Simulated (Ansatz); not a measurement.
We consider InP (model structure, started from the BeO type, P4₂/mnm, No. 136, 8 atoms in the cell), described by r²SCAN in Ansatz (PAW).

Run with plane-wave cutoff 560 eV, 6×6×10 k mesh (along the axes of the cell as run), Fermi–Dirac smearing 0.01 eV, scalar-relativistic PAW data made under PBE.

Cell (relaxed at this level):

Space group P4₂/mnm (No. 136); a = 7.2027 Å, b = 7.2027 Å, c = 4.1860 Å, α = 90.00°, β = 90.00°, γ = 90.00°

```
atom  site  symmetry       x       y       z
----  ----  --------  ------  ------  ------
In      4g      m.2m  0.1777  0.1777  0.5000
P       4f      m.2m  0.3184  0.3184  0.0000
```

**Question.** Predict the band gap.

**Answer.** 
* **band gap**: 1.17 eV

Note: the relaxation could raise the start's symmetry but not lower it, so the cell can be a saddle point.

Spin–orbit coupling is not included.

Computed values are for the static lattice.

A model structure was made by putting elements into a prototype or built by hand; it is no filed structure, need not be a known phase, and can be a saddle point held by its symmetry.

Ansatz is a program for electronic structure.
